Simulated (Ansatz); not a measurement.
Start from Cu in the fcc (Cu type) structure (space group Fm-3m, No. 225; a = 3.5768 Å; relaxed with 0.1 eV smearing). Axes: x, y, z lie along the cube axes.

All numbers come from r2SCAN (Ansatz, an electronic-structure program), no spin-orbit coupling.

For the base:

| Property | Value |
|---|---|
| Shortest interatomic distance | 2.529 Å |
| Pressure | 0.0 GPa |

Now apply this change: tensor shear ε_xy = −0.58 % (engineering shear γ = -0.0116); the atoms relax in the strained cell.

Task: How does this affect the energy relative to the base?

Result: The energy increases by 0.4 meV/atom.

Task: What happens to the shortest interatomic distance?

Result: The shortest interatomic distance decreases by 0.015 Å (2.529 Å → 2.514 Å).

Task: How does this affect the pressure?

Result: The pressure (mean of the normal stresses, compression positive) remains 0.0 GPa.

Stability against distortions was not tested. The final runs are not spin-polarised.
